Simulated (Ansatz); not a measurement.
**A computed series for Ta2N: thickness series**

Base system: Ta2N in the anti-CdI2 type structure (space group P-3m1, No. 164).

```cif
data_NTa2
_chemical_formula_sum 'N1 Ta2'
_space_group_name_H-M_alt 'P 1'
_space_group_IT_number 1
_cell_length_a 3.07492
_cell_length_b 3.07492
_cell_length_c 4.85092
_cell_angle_alpha 90.000
_cell_angle_beta 90.000
_cell_angle_gamma 120.000
loop_
_space_group_symop_operation_xyz
  'x, y, z'
loop_
_atom_site_label
_atom_site_type_symbol
_atom_site_fract_x
_atom_site_fract_y
_atom_site_fract_z
_atom_site_occupancy
N1 N 0.00000 0.00000 0.00000 1
Ta1 Ta 0.33333 0.66667 0.25616 1
Ta2 Ta 0.66667 0.33333 0.74384 1
```

Free-standing slabs (3 atom(s) a layer) normal to the stacking axis with 15 Å of vacuum; in-plane cell relaxed.

The values are results of DFT with PBE-D3(BJ), PAW potentials and a 420 eV plane-wave cutoff in Ansatz (a first-principles code), spin-orbit coupling left out, not measurements.

Notes on the quantities. excess energy per area of both faces: slab less bulk energy over the cell's area: twice a surface energy; uncertain by up to 0.2 J/m².

```csv
change,excess energy per area of both faces,shortest interatomic distance,thickness between the outermost nuclei,in-plane lattice parameter a
base,–,2.167 Å,–,3.075 Å
1 layer,7.44 J/m²,2.129 Å,2.36 Å,3.069 Å
2 layers,7.6 J/m²,2.163 Å,7.47 Å,3.023 Å
3 layers,7.5 J/m²,2.151 Å,12.23 Å,3.052 Å
4 layers,7.6 J/m²,2.154 Å,17.11 Å,3.056 Å
```

The excess energy carries the mismatch between the slab's and the bulk's meshes. No phonon test of stability was made. The final runs are not spin-polarised. An odd electron count without spin: Ta2N.
